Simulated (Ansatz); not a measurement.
Band structure of TcNi (P-6m2, 2 atoms in the cell).

```yaml
crystal:
  lattice:
    - [2.64487, 0.00000, 0.00000]
    - [-1.32244, 2.29053, 0.00000]
    - [0.00000, 0.00000, 4.18622]
  atoms:
    - { symbol: Ni, position: [0.00000, 0.00000, 0.50000] }
    - { symbol: Tc, position: [0.66667, 0.33333, 0.00000] }
```

Level of theory: LDA (PW92), PAW files (plane waves; Ansatz, a program for electronic structure).

Settings: kpoints.mp_grid.grid = 19 19 11; hamiltonian.xc = lda; hamiltonian.pseudopotentials = {kind: paw} (an earlier, softer set of the program's PAW files); scf.occupations.method = fermi_dirac; scf.occupations.width = 0.1 eV; kpoints.band_path.npoints = 8.

The starting cell comes from a database of computed structures (which also holds hypothetical and non-ambient phases and stackings), without a prior relaxation at this level. Its lattice was rescaled by a random factor within 2.5 % of one. Spin polarisation is off.

Levels in eV from the Fermi level, bands 14 to 20:
```csv
point,14,15,16,17,18,19,20
Γ,-1.60,-1.60,-1.42,-1.42,0.71,1.57,1.57
M,-1.95,-1.55,-0.54,1.39,2.08,3.50,6.11
K,-2.29,-0.94,-0.13,0.45,0.60,5.09,6.03
A,-2.25,-2.07,-2.07,-0.56,-0.56,1.52,1.52
L,-0.87,-0.60,0.13,0.93,1.56,3.30,3.51
H,-2.23,-1.10,-1.06,-0.25,1.37,4.95,7.81
```

Bands cross the Fermi level along this path, so the cell is metallic at this level.

Keys are those of Ansatz 0.2.
